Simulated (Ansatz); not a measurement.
Base system: C in the graphite type structure (space group P6_3/mmc, No. 194; layered, stacked along the Cartesian z axis).

```
C
1.0
    2.46498     0.00000     0.00000
   -1.23249     2.13473     0.00000
    0.00000     0.00000     6.72886
C
4
Direct
  0.00000   0.00000   0.25000
  0.00000   0.00000   0.75000
  0.33333   0.66667   0.25000
  0.66667   0.33333   0.75000
```

Method: plane-wave PAW DFT at the PBE-D3(BJ) level (Ansatz, a quantum-chemistry and plane-wave program, 420 eV), scalar-relativistic without spin-orbit coupling, earlier PAW set.

One change was made to it. Results:

The c/a ratio decreases by 0.021, from 2.730 to 2.709; the lattice parameter a stays essentially unchanged (246.5 pm against 246.4 pm).

### Question
What was done to the base?
(A) pressure −1 GPa
(B) pressure 0.7 GPa
(C) pressure 0.3 GPa

### Answer
C, pressure 0.3 GPa. For comparison, the c/a ratio in the other runs: pressure 0.7 GPa gives 2.682; pressure −1 GPa gives 2.833.

A case with no gap was solved on a k-mesh chosen for an insulator, which is coarse for it. Load acts through the strain it causes; cell and atoms are relaxed under it. No phonon test of stability was made.
